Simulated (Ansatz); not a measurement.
An Ansatz (a first-principles code) run: B2O3; Ansatz, PBEsol, PAW, cutoff 420 eV, no SOC.

Input:

Ansatz 0.2 input:
```yaml
crystal:
  lattice:
    - [3.9130272188, -2.3121251087, 0]
    - [3.9130272188, 2.3121251087, 0]
    - [0, 0, 4.1344030885]
  atoms:
    - { symbol: B, position: [0.0063266254, 0.3239496451, 0.5676884217] }
    - { symbol: B, position: [0.9936733746, 0.6760503549, 0.0676884217] }
    - { symbol: B, position: [0.6760503549, 0.9936733746, 0.5676884217] }
    - { symbol: B, position: [0.3239496451, 0.0063266254, 0.0676884217] }
    - { symbol: O, position: [0.7551803422, 0.2448196578, 0.5000070305] }
    - { symbol: O, position: [0.2448196578, 0.7551803422, 0.0000070305] }
    - { symbol: O, position: [0.9208874981, 0.6603036489, 0.418603063] }
    - { symbol: O, position: [0.0791125019, 0.3396963511, 0.918603063] }
    - { symbol: O, position: [0.3396963511, 0.0791125019, 0.418603063] }
    - { symbol: O, position: [0.6603036489, 0.9208874981, 0.918603063] }
basis: { ecutwfc: 420, ecutrho_ratio: 4, xc_grid: 2, fft_grid_basis: typed }
kpoints: { mp_grid: { grid: [8, 8, 8] } }
hamiltonian:
  xc: pbesol
  dispersion: none
  pseudopotentials: { kind: paw }
scf: { occupations: { method: fermi_dirac, width: 0.05 }, convergence: { dr2_threshold: 0.000000001 } }
output: { forces: true, stress: true }
```

Output (explanatory and most iteration lines left out):

```
Pseudopotential: B, paw, valence charge 3
Pseudopotential: O, paw, valence charge 6
Crystal: 10 atoms, lattice volume = 74.811 Å³
Basis set: ecut = 420 eV, 1467 PW (Γ), exchange–correlation on 64×64×60 points (8 copies of the dense FFT grid, shifted against one another)
Bands: 34, of which v1, the nominal top of the filled ones, is band 24 counted from 1 (23 counted from 0)
Symmetry: 4 space group operations
Space group: Cmc21 (ITA 36), of the structure as read, at distance tolerance 4.2e-5 Å
k-points: 105 of 512 (time reversal used)
Functional: x = pbesol(κ = 0.804, μ = 0.12345679012345678), c = pbesol(β = 0.046)
SCF iter   1: F=—  HF=-3984.957804 eV  |F-HF|=—  |Δ(HF+E_count)|=         —  Δρ=1.05e-2  dr2=5.21e-2  ethr=1.77e-3  ⟨swp⟩=5.9  Hψ=16546  notcnv=0  defer=49
SCF iter   2: F=—  HF=-3984.943631 eV  |F-HF|=—  |Δ(HF+E_count)|=   1.42e-2  Δρ=2.23e-3  dr2=2.32e-3  ethr=1.09e-4  ⟨swp⟩=2.7  Hψ=7366  notcnv=0  defer=412
SCF 1 converged in 8 iterations: F = -3984.943510 eV  dr2 = 1.32e-10
SCF converged after 8 iterations
Free energy (F): -3984.943510 eV
Internal energy: -3984.943510 eV  (E = F + TS)
E sigma→0 (E₀):  -3984.943510 eV
Fermi energy:    10.118531 eV
--- Forces (eV/Å), atoms counted from 1 ---
  atom   1  B     -0.00070202     0.00015119    -0.00004926
  atom   2  B      0.00070202    -0.00015119    -0.00004926
  atom   3  B      0.00070202     0.00015119    -0.00004926
  atom   4  B     -0.00070202    -0.00015119    -0.00004926
  atom   5  O      0.00000000    -0.00012082     0.00006582
  atom   6  O      0.00000000     0.00012082     0.00006582
  atom   7  O     -0.00011306    -0.00014647     0.00001705
  atom   8  O      0.00011306     0.00014647     0.00001705
  atom   9  O      0.00011306    -0.00014647     0.00001705
  atom  10  O     -0.00011306     0.00014647     0.00001705
--- Stress (GPa, compression-positive) ---
        0.002146       0.000000       0.000000
        0.000000       0.007823       0.000000
        0.000000       0.000000       0.008875
  P = ⅓ Tr σ = 0.0063 GPa (0.063 kbar)
```

Whether these cells are dynamically stable was not tested. The cell is B₂O₃ (space group Cmc2_1, No. 36; a cell from a computed database, its experimental status unchecked).
